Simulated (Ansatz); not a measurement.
The parent structure is LaN in the zinc blende structure (space group F-43m, No. 216; a = 5.546 Å; a hypothetical phase, not in the database extracts checked).

Perturbation: a negative pressure, −2 GPa.

Levels (all Ansatz, an electronic-structure program, PAW): PBEsol (420 eV, no spin-orbit coupling); PBEsol+SOC (420 eV, spin-orbit coupling included).

The geometry is relaxed with PBEsol.

| Property | Result |
|---|---|
| PBEsol band gap | 1.06 eV |
| PBEsol smallest direct gap | 2.19 eV |
| PBEsol pressure | -1.99 GPa |

What does PBEsol+SOC give at this geometry for the band gap, smallest direct gap and pressure?

The band gap drops by 0.09 eV to 0.97 eV; the smallest direct gap decreases by 0.09 eV to 2.10 eV; the pressure drops by 0.067 GPa (-1.99 GPa → -2.05 GPa).

Single points use the geometry relaxed with PBEsol. Differences between runs with and without spin-orbit coupling are approximate. Load acts through the strain it causes; cell and atoms are relaxed under it. Whether these cells are dynamically stable was not tested.
